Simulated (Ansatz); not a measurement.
Base system: CuAu (space group P4/mmm, No. 123; a = 2.869 Å, c = 3.645 Å; relaxed with 0.1 eV smearing).

Method: PBE (Ansatz, a quantum-chemistry and plane-wave program), without spin-orbit coupling.

For the base:

The pressure is 0.0 GPa. The band gap is zero.

Now apply this change: an isotropic linear strain of +2.50 %; the atoms relax in the strained cell.

**Question.** What happens to the pressure?

**Answer.** The pressure (mean of the normal stresses, compression positive) goes from zero to -8.5 GPa.

**Question.** What happens to the energy relative to the base?

**Answer.** The energy goes up by 33 meV/atom.

**Question.** What happens to the band gap?

**Answer.** The band gap is still zero.

No phonon test of stability was made. All final runs are without spin polarisation.
